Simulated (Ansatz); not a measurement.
Consider the following.

```xyz
2
Lattice="0.0000 2.9710 2.9710 2.9710 0.0000 2.9710 2.9710 2.9710 0.0000" Properties=species:S:1:pos:R:3 pbc="T T T"
In     0.0000     0.0000     0.0000
As     1.4855     1.4855     1.4855
```

Computed with r2SCAN with spin-orbit coupling, rigid bands (plane waves, PAW; Ansatz, a program for electronic structure). Condition of this run: hydrostatic pressure of 4.8 GPa (compression positive) (the target of the relaxation). Geometry: cell and atoms relaxed with PBEsol, then loaded as said.

Problem. Predict the electron conductivity mass (n e² τ/σ) at 300 K, by direction if it differs.

Solution. 0.041 mₑ.

Problem. What conductivity effective mass do dilute holes have at 300 K?

Solution. 0.42 mₑ.

Problem. And the band gap?

Solution. 0.43 eV at this level; semilocal functionals usually fall short of the measured gap.

Rigid bands, one relaxation time for all states, no polarons. Geometry: cell and atoms relaxed with PBEsol.
